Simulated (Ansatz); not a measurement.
Consider Ru in the hcp (Mg type) structure (space group P6_3/mmc, No. 194; a = 2.7043 Å, c = 4.2629 Å; relaxed with 0.1 eV smearing).

Computed with r2SCAN in Ansatz (plane waves to 500 eV, PAW, no SOC).

Strains are applied to the cell and any free atomic positions relax.

One change was made to it. Results:

The energy increases by 27 meV/atom; the pressure (mean of the normal stresses, compression positive) goes from zero to -13.5 GPa; the band gap is still zero.

Q: Name the change that was made.
A. isotropic strain +1.50 %
B. isotropic strain +2.50 %
C. isotropic strain +2.00 %

A: A, isotropic strain +1.50 %. For comparison, the energy relative to the base in the other runs: isotropic strain +2.00 % gives +47 meV/atom; isotropic strain +2.50 % gives +73 meV/atom.

Whether these cells are dynamically stable was not tested. All final runs are without spin polarisation.

Ansatz is a program for electronic structure.
